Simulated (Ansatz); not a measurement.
Take Pt in the fcc (Cu type) structure (space group Fm-3m, No. 225; a = 3.970 Å) as the base.

(Cell as relaxed with PBE.)

Levels (all Ansatz, a first-principles code, PAW, earlier PAW set): PBE (420 eV, scalar-relativistic without spin-orbit coupling); r2SCAN (500 eV, no spin-orbit coupling).

Each level relaxes its own structure.

```
quantity                  PBE      r2SCAN
-------------------  --------  ----------
volume per atom      15.64 Å³  (withheld)
lattice parameter a   3.970 Å  (withheld)
band gap                 zero  (withheld)
```

Predict the r2SCAN column.


- volume per atom, r2SCAN: 15.29 Å³
- lattice parameter a, r2SCAN: 3.940 Å
- band gap, r2SCAN: zero

PBE's volume per atom lies 0.35 Å³ above r2SCAN's (2.3 %); PBE's lattice parameter a lies 0.030 Å above r2SCAN's (0.8 %); the two agree on the band gap. Neither level is exact; r2SCAN is the comparison here, not a measurement.

Whether these cells are dynamically stable was not tested. The final runs are not spin-polarised.
